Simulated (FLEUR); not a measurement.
# Input and output of a self-consistent single point for HfMg6Sn (Amm2, 8 atoms in the cell) (FLEUR)

Level of theory: PBEsol, all-electron FLAPW (FLEUR), scalar-relativistic valence run with FLEUR.

This input was run:

Input of the input generator:

```
HfMg6Sn
&input film=f /
9.4154092379 0.0000000000 0.0000000000
0.0000000000 6.1520317446 10.4393951330
0.0000000000 -6.1520317446 10.4393951330
1.0
1.0 1.0 1.0

8
12 0.5000000000 0.3326100000 0.8337500000
12 0.5000000000 0.8337500000 0.3326100000
12 0.5000000000 0.3329800000 0.3329800000
12 -0.0000000000 0.1734000000 0.6639000000
12 -0.0000000000 0.6639000000 0.1734000000
12 -0.0000000000 0.1659900000 0.1659900000
72 -0.0000000000 0.6691100000 0.6691100000
50 0.5000000000 0.8282600000 0.8282600000

&comp jspins=1 /
&exco xctyp='PBEs' /
&kpt div1=4 div2=3 div3=3 gamma=t /
&end /
```

```xml
<?xml version="1.0" encoding="UTF-8" standalone="no"?>
<fleurInput fleurInputVersion="0.39">
   <comment>
      HfMg6Sn                                                                                             
   </comment>
   <calculationSetup>
      <cutoffs Kmax="3.8" Gmax="15.2" GmaxXC="15.2" numbands="0"/>
      <scfLoop itmax="100" minDistance="0.00001" maxIterBroyd="25" imix="Anderson" alpha="0.05" precondParam="0.0" spinf="2.0"/>
      <coreElectrons ctail="T" frcor="F" kcrel="0" coretail_lmax="0"/>
      <xcFunctional name="PBEs" relativisticCorrections="F"/>
      <magnetism jspins="1"/>
      <soc l_soc="F" theta="0.0" phi="0.0" spav="F"/>
      <expertModes spex="0" secvar="F"/>
      <geometryOptimization l_f="T" forcealpha="1.0" forcemix="BFGS" epsdisp="0.00001" epsforce="0.00001"/>
      <ldaU l_linMix="F" mixParam="0.05" spinf="1.0"/>
   </calculationSetup>
   <cell>
      <bzIntegration valenceElectrons="100.0" mode="gauss" fermiSmearingEnergy="0.00734986">
         <kPointListSelection listName="default-1"/>
         <!-- k-points included here -->
         <xi:include xmlns:xi="http://www.w3.org/2001/XInclude" href="kpts.xml"> </xi:include>
      </bzIntegration>
      <!-- symmetry operations included here -->
      <xi:include xmlns:xi="http://www.w3.org/2001/XInclude" href="sym.xml"> </xi:include>
      <bulkLattice scale="1.0">
         <bravaisMatrix>
            <row-1>    9.4154092379000005     0.0000000000000000     0.0000000000000000</row-1>
            <row-2>    0.0000000000000000     6.1520317446000004    10.4393951329999997</row-2>
            <row-3>    0.0000000000000000    -6.1520317446000004    10.4393951329999997</row-3>
         </bravaisMatrix>
      </bulkLattice>
   </cell>
   <atomSpecies>
      <species name="Magnesium (Mg)" element="Mg" atomicNumber="12">
         <mtSphere radius="2.63" gridPoints="925" logIncrement="0.013"/>
         <atomicCutoffs lmax="10" lnonsphr="8"/>
         <electronConfig flipSpins="F">
            <coreConfig>(1s1/2)</coreConfig>
            <valenceConfig>(2s1/2) (2p1/2) (2p3/2) (3s1/2)</valenceConfig>
         </electronConfig>
         <energyParameters s="3" p="3" d="3" f="4"/>
         <lo type="SCLO" l="0" n="2" eDeriv="0"/>
         <lo type="SCLO" l="1" n="2" eDeriv="0"/>
      </species>
      <species name="Hafnium (Hf)" element="Hf" atomicNumber="72">
         <mtSphere radius="2.63" gridPoints="925" logIncrement="0.014"/>
         <atomicCutoffs lmax="10" lnonsphr="8"/>
         <electronConfig flipSpins="F">
            <coreConfig>(1s1/2) (2s1/2) (2p1/2) (2p3/2) (3s1/2) (3p1/2) (3p3/2) (4s1/2) (3d3/2) (3d5/2) (4p1/2) (4p3/2) (4d3/2) (4d5/2)</coreConfig>
            <valenceConfig>(5s1/2) (5p1/2) (5p3/2) (6s1/2) (4f5/2) (4f7/2) (5d3/2) (5d5/2)</valenceConfig>
            <stateOccupation state="(5d3/2)" spinUp="0.4" spinDown="0.4"/>
            <stateOccupation state="(5d5/2)" spinUp="0.6" spinDown="0.6"/>
         </electronConfig>
         <energyParameters s="6" p="6" d="5" f="5"/>
         <lo type="SCLO" l="0" n="5" eDeriv="0"/>
         <lo type="SCLO" l="1" n="5" eDeriv="0"/>
         <lo type="SCLO" l="3" n="4" eDeriv="0"/>
      </species>
      <species name="Tin (Sn)" element="Sn" atomicNumber="50">
         <mtSphere radius="2.63" gridPoints="925" logIncrement="0.014"/>
         <atomicCutoffs lmax="10" lnonsphr="8"/>
         <electronConfig flipSpins="F">
            <coreConfig>(1s1/2) (2s1/2) (2p1/2) (2p3/2) (3s1/2) (3p1/2) (3p3/2) (4s1/2) (3d3/2) (3d5/2) (4p1/2) (4p3/2)</coreConfig>
            <valenceConfig>(5s1/2) (4d3/2) (4d5/2) (5p1/2) (5p3/2)</valenceConfig>
            <stateOccupation state="(5p1/2)" spinUp="0.3333333333333" spinDown="0.3333333333333"/>
            <stateOccupation state="(5p3/2)" spinUp="0.6666666666667" spinDown="0.6666666666667"/>
         </electronConfig>
         <energyParameters s="5" p="5" d="5" f="4"/>
         <lo type="SCLO" l="2" n="4" eDeriv="0"/>
      </species>
   </atomSpecies>
   <atomGroups>
      <atomGroup species="Magnesium (Mg)">
         <relPos label="                   1">1.000/2.000 .3326100000 -.1662500000</relPos>
         <relPos label="                   2">1.000/2.000 -.1662500000 .3326100000</relPos>
         <force calculate="T" relaxXYZ="TTT"/>
      </atomGroup>
      <atomGroup species="Magnesium (Mg)">
         <relPos label="                   3">1.000/2.000 .3329800000 .3329800000</relPos>
         <force calculate="T" relaxXYZ="TTT"/>
      </atomGroup>
      <atomGroup species="Magnesium (Mg)">
         <relPos label="                   4">.0000000000 .1734000000 -.3361000000</relPos>
         <relPos label="                   5">.0000000000 -.3361000000 .1734000000</relPos>
         <force calculate="T" relaxXYZ="TTT"/>
      </atomGroup>
      <atomGroup species="Magnesium (Mg)">
         <relPos label="                   6">.0000000000 .1659900000 .1659900000</relPos>
         <force calculate="T" relaxXYZ="TTT"/>
      </atomGroup>
      <atomGroup species="Hafnium (Hf)">
         <relPos label="                   7">.0000000000 -.3308900000 -.3308900000</relPos>
         <force calculate="T" relaxXYZ="TTT"/>
      </atomGroup>
      <atomGroup species="Tin (Sn)">
         <relPos label="                   8">1.000/2.000 -.1717400000 -.1717400000</relPos>
         <force calculate="T" relaxXYZ="TTT"/>
      </atomGroup>
   </atomGroups>
   <output dos="F" band="F" slice="F">
      <checks vchk="F" cdinf="F"/>
      <bandDOS minEnergy="-.5*Htr" maxEnergy="0.5*Htr" sigma="0.015" storeEVData="T"/>
      <vacuumDOS vacdos="F" integ="F" star="F" nstars="0" locx1="0.0" locy1="0.0" locx2="0.0" locy2="0.0" nstm="0" tworkf="0.0"/>
      <unfoldingBand unfoldBand="F" supercellX="1" supercellY="1" supercellZ="1"/>
      <plotting iplot="0" polar="F">
         <plot TwoD="T" vec1="  1.0  0.0  0.0" vec2="  0.0  1.0  0.0" vec3="  0.0  0.0  1.0" zero="  0.0  0.0  0.0" file="plot"/>
      </plotting>
      <chargeDensitySlicing numkpt="0" minEigenval="0.0" maxEigenval="0.0" nnne="0" pallst="F"/>
      <specialOutput eonly="F"/>
      <magneticCircularDichroism mcd="F" energyLo="-10.0" energyUp="0.0"/>
   </output>
  <!-- We include the file relax.xml here to enable relaxations (see documentation) -->
  <xi:include xmlns:xi="http://www.w3.org/2001/XInclude" href="relax.xml"> <xi:fallback/> </xi:include>
</fleurInput>
```

Output (repeated stretches shortened):

```
      Welcome to FLEUR        (www.flapw.de)
      MaX-Release 8.1          (www.max-centre.eu)

 ========== k-point set info ==========
 Selected k-point list: default-1
 k-point list type: mesh
 4 x 3 x 3
 Number of k points: 12

 ------------Calculation Setup---------------------------
           1           2           3           4           6          12
 Number of basis functions:         1301
 Iteration:     1   Distance:       4.31808854 me/bohr^3
 Iteration:     2   Distance:       4.00021759 me/bohr^3
 Iteration:     3   Distance:       2.66337171 me/bohr^3
 Iteration:     4   Distance:       1.62255686 me/bohr^3
 Iteration:     5   Distance:       1.19725991 me/bohr^3
 Iteration:     6   Distance:       0.48616782 me/bohr^3
   [... 9 lines left out ...]
 Iteration:    16   Distance:       0.00025117 me/bohr^3
 Iteration:    17   Distance:       0.00007851 me/bohr^3
 Iteration:    18   Distance:       0.00006499 me/bohr^3
 Iteration:    19   Distance:       0.00002788 me/bohr^3
 Iteration:    20   Distance:       0.00000690 me/bohr^3
 Reset of history
 Run finished successfully
 Stop message:
   Structural relaxation: new displacements generated

[file out, last iteration]
             iter=     21
          p o t e n t i a l   g e n e r a t o r
[...]
          integral of pseudo charge density inside the slab=        0.000000   0.000000
     coulomb potential in the interstitial region:
          density-coulomb potential integrals
          total density-coulomb potenti   -37446.3644316497
          density-effective potential integrals for spin  1
          total density-effective poten   -3.8187388636E+04
          charge density-energy density integrals
          total charge density-energy d   -5.6395574374E+02
 Updated energy parameters for spin:           1
  Atom    1 3s branch from -2.57 to  1.04 htr. ; e_l =  0.1220
  Atom    1 3p branch from -1.35 to  1.40 htr. ; e_l =  0.2560
  Atom    1 3d branch from -9.99 to  1.67 htr. ; e_l =  0.4166
  Atom    1 4f branch from -9.99 to  3.04 htr. ; e_l =  0.5831
  Atom    1 2s branch from-45.82 to -2.57 htr. ; e_l(l -2.5730
  Atom    1 2p branch from -9.99 to -1.35 htr. ; e_l(l -1.3584
  Atom    2 3s branch from -2.59 to  1.02 htr. ; e_l =  0.1186
  Atom    2 3p branch from -1.37 to  1.39 htr. ; e_l =  0.2538
  Atom    2 3d branch from -9.99 to  1.65 htr. ; e_l =  0.4153
  Atom    2 4f branch from -9.99 to  3.03 htr. ; e_l =  0.5823
  Atom    2 2s branch from-45.84 to -2.59 htr. ; e_l(l -2.5915
  Atom    2 2p branch from -9.99 to -1.37 htr. ; e_l(l -1.3769
  Atom    3 3s branch from -2.58 to  1.03 htr. ; e_l =  0.1218
  Atom    3 3p branch from -1.36 to  1.40 htr. ; e_l =  0.2560
  Atom    3 3d branch from -9.99 to  1.67 htr. ; e_l =  0.4168
  Atom    3 4f branch from -9.99 to  3.04 htr. ; e_l =  0.5834
  Atom    3 2s branch from-45.83 to -2.58 htr. ; e_l(l -2.5774
  Atom    3 2p branch from -9.99 to -1.36 htr. ; e_l(l -1.3628
  Atom    4 3s branch from -2.57 to  1.04 htr. ; e_l =  0.1278
  Atom    4 3p branch from -1.35 to  1.40 htr. ; e_l =  0.2620
  Atom    4 3d branch from -9.99 to  1.67 htr. ; e_l =  0.4228
  Atom    4 4f branch from -9.99 to  3.04 htr. ; e_l =  0.5894
   [... lines left out ...]
          first approx. to ef    (T=0)  :   0.196217 htr   (energy of the highest occ. eigenvalue)
          total moment                 =     0.00000
 Direct bandgap for spin            1 :    4.2687887900902388E-003  Htr
   [... lines left out ...]
          el.-nucl. inter. diff. m.t.      18776.3313594061
          Madelung term for atom type:       -34.0729257622
          el.-nucl. inter. diff. m.t.       7486.7352713875
          Madelung term for atom type:       -20.3527179114
 ---->    total energy=                   -22469.1029998228 htr
 ---->    (input%tkb*entropy) TS=              0.0000000000 htr
 ---->    free energy=                    -22469.1029998228 htr
      extrapolation for T->0
 ---->    total electron energy=          -22469.1029998228 htr
 ***** TOTAL FORCES ON ATOMS *****
 TOTAL FORCE FOR ATOM TYPE=  1  X=  4.708   Y=  3.069   Z=  1.737
                       FX_TOT= 0.000000 FY_TOT= 0.000023 FZ_TOT= 0.000119
 TOTAL FORCE FOR ATOM TYPE=  2  X=  4.708   Y=  0.000   Z=  6.952
                       FX_TOT= 0.000000 FY_TOT= 0.000000 FZ_TOT=-0.000298
 TOTAL FORCE FOR ATOM TYPE=  3  X=  0.000   Y=  3.134   Z= -1.698
                       FX_TOT= 0.000000 FY_TOT=-0.000684 FZ_TOT=-0.000535
 TOTAL FORCE FOR ATOM TYPE=  4  X=  0.000   Y=  0.000   Z=  3.466
                       FX_TOT= 0.000000 FY_TOT= 0.000000 FZ_TOT= 0.000049
 TOTAL FORCE FOR ATOM TYPE=  5  X=  0.000   Y=  0.000   Z= -6.909
                       FX_TOT= 0.000000 FY_TOT= 0.000000 FZ_TOT= 0.002353
 TOTAL FORCE FOR ATOM TYPE=  6  X=  4.708   Y=  0.000   Z= -3.586
                       FX_TOT= 0.000000 FY_TOT= 0.000000 FZ_TOT=-0.001254
```

The run converged in 20 iterations. FLEUR gives forces in its relaxation mode, with a further iteration, so its stop message speaks of a relaxation.

The starting cell comes from a database of computed structures (which also holds hypothetical and non-ambient phases and stackings), without a prior relaxation at this level. Spin-orbit coupling is off. Values depend on the basis (sphere radii, cutoffs, local orbitals), which need not be converged. The log's line on a gap gives a spacing of levels on this mesh, which the program prints for metals too.

Cost on one core of a shared machine: roughly 7 min.
